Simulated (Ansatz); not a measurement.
Results of PBEsol (plane waves, PAW; Ansatz, a quantum-chemistry and plane-wave program) for CsCl-type CoGa.

Settings: plane-wave cutoff 520 eV, 22×22×22 k mesh, Fermi–Dirac smearing 0.037 eV (set by the program), no spin polarisation, scalar-relativistic PAW data made under PBE.

Computed at the level's own relaxed cell.

### Question
What does this level give for the elastic constant C11, Young modulus, elastic constant C44, Poisson ratio and elastic constant C12?

### Answer

elastic constant C11: 248 GPa
Young modulus: 199 GPa
elastic constant C44: 122 GPa
Poisson ratio: 0.334
elastic constant C12: 177 GPa

Elastic constants are with the ions relaxed.

Static lattice: no zero-point or thermal effects.

Computing time: very roughly 8 core-minutes.
